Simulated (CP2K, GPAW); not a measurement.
A CP2K input for a self-consistent single point of Sb (R-3m, 2 atoms in the cell) (DFT PBE, GPW, DZVP-MOLOPT-SR-GTH basis, GTH-PBE potentials (GTH_POTENTIALS)):

```
&GLOBAL
  PROJECT bulk
  RUN_TYPE ENERGY_FORCE
  PRINT_LEVEL MEDIUM
&END GLOBAL
&FORCE_EVAL
  METHOD Quickstep
  STRESS_TENSOR ANALYTICAL
  &DFT
    BASIS_SET_FILE_NAME BASIS_MOLOPT
    POTENTIAL_FILE_NAME GTH_POTENTIALS
    &QS
      METHOD GPW
      EPS_DEFAULT 1E-10
    &END QS
    &MGRID
      CUTOFF 400
      REL_CUTOFF 50
      NGRIDS 4
    &END MGRID
    &SCF
      SCF_GUESS ATOMIC
      EPS_SCF 1E-7
      MAX_SCF 100
      ADDED_MOS 4
      &DIAGONALIZATION
        ALGORITHM STANDARD
      &END DIAGONALIZATION
      &MIXING
        METHOD BROYDEN_MIXING
        ALPHA 0.3
        NBUFFER 8
        BETA 1.5
      &END MIXING
      &SMEAR ON
        METHOD FERMI_DIRAC
        ELECTRONIC_TEMPERATURE [K] 1578.21
      &END SMEAR
    &END SCF
    &KPOINTS
      SCHEME MONKHORST-PACK 8 8 8
      GAMMA_CENTERED T
    &END KPOINTS
    &XC
      &XC_FUNCTIONAL PBE
      &END XC_FUNCTIONAL
    &END XC
    &PRINT
      &MO
        EIGENVALUES T
        OCCUPATION_NUMBERS T
        NDIGITS 8
        FILENAME mo
        &EACH
          QS_SCF 0
        &END EACH
        ADD_LAST NUMERIC
      &END MO
      &MULLIKEN ON
      &END MULLIKEN
    &END PRINT
  &END DFT
  &SUBSYS
    &CELL
      ABC 4.55280400 4.55280402 4.55280405
      ALPHA_BETA_GAMMA 56.74687838 56.74687947 56.74687921
      PERIODIC XYZ
    &END CELL
    &COORD
      SCALED
      Sb       0.26826000     0.26826000     0.26826000
      Sb       0.73174000     0.73174000     0.73174000
    &END COORD
    &KIND Sb
      BASIS_SET DZVP-MOLOPT-SR-GTH-q5
      POTENTIAL GTH-PBE-q5
    &END KIND
  &END SUBSYS
  &PRINT
    &FORCES ON
    &END FORCES
    &STRESS_TENSOR ON
    &END STRESS_TENSOR
  &END PRINT
&END FORCE_EVAL
```

Give the GPAW input for the same structure, mesh, smearing and functional.

One input that does it (others would too):

```python
from ase import Atoms
from ase.units import GPa
from gpaw import GPAW, PW, FermiDirac

atoms = Atoms(['Sb', 'Sb'],
              cell=[[2.163567, 1.249136, 3.806135],
                    [-2.163567, 1.249136, 3.806135],
                    [0.000000, -2.498272, 3.806135]],
              positions=[[-0.000000, 0.000000, 3.063101],
                         [-0.000000, 0.000000, 8.355304]],
              pbc=True)

calc = GPAW(mode=PW(600),
            xc='PBE',
            kpts={'size': (8, 8, 8), 'gamma': True},
            occupations=FermiDirac(0.136),
            nbands=-6,
            symmetry={'symmorphic': False, 'tolerance': 0.0005},
            maxiter=100,
            txt='-')

atoms.calc = calc

energy = atoms.get_potential_energy()
print('Energy (eV):', round(energy, 6))
forces = atoms.get_forces()
print('Forces (eV/Ang):')
print(forces.round(5))
stress = atoms.get_stress()
print('Stress (GPa, Voigt):', (stress / GPa).round(4))
```

Basis, cutoffs, solver keys and any potentials are the target program's own. This input uses DFT PBE, plane waves, GPAW PAW datasets PBE (gpaw-data 1.0.1).

The starting cell comes from a database of computed structures (which also holds hypothetical and non-ambient phases and stackings), without a prior relaxation at this level. Its lattice was rescaled by a random factor within 2.5 % of one.
